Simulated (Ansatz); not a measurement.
ZrSiS (P4/nmm, No. 129, 6 atoms in the cell; start mp-3938) was calculated with PBEsol in Ansatz (plane waves, PAW).

Numerical settings: plane-wave cutoff 520 eV, 16×16×8 k mesh (along the axes of the cell as run), Fermi–Dirac smearing 0.05 eV, scalar-relativistic PAW data made under PBE.

Cell (relaxed at this level):

```cif
data_S2Si2Zr2
_chemical_formula_sum 'Zr2 Si2 S2'
_space_group_name_H-M_alt 'P 1'
_space_group_IT_number 1
_cell_length_a 3.51906
_cell_length_b 3.51906
_cell_length_c 8.02751
_cell_angle_alpha 90.000
_cell_angle_beta 90.000
_cell_angle_gamma 90.000
loop_
_space_group_symop_operation_xyz
  'x, y, z'
loop_
_atom_site_label
_atom_site_type_symbol
_atom_site_fract_x
_atom_site_fract_y
_atom_site_fract_z
_atom_site_occupancy
Zr1 Zr 0.00000 0.50000 0.72907 1
Zr2 Zr 0.50000 0.00000 0.27093 1
Si1 Si 0.00000 0.00000 0.00000 1
Si2 Si 0.50000 0.50000 0.00000 1
S1 S 0.50000 0.00000 0.62056 1
S2 S 0.00000 0.50000 0.37944 1
```

Problem. Predict the bulk modulus B0.

Solution. 
- bulk modulus B0 = 141 GPa

The run finds no gap.

Note: the bulk modulus is −V dP/dV from two relaxed cells at ±2 % in volume; the relaxation could not lower the start's symmetry, so the cell can be a saddle point above a distorted one.

Computed values are for the static lattice.

The result took very roughly 6 core-minutes.

A start named mp-… is a Materials Project structure, which need not be a measured phase.

Ansatz is a quantum-chemistry and plane-wave program.
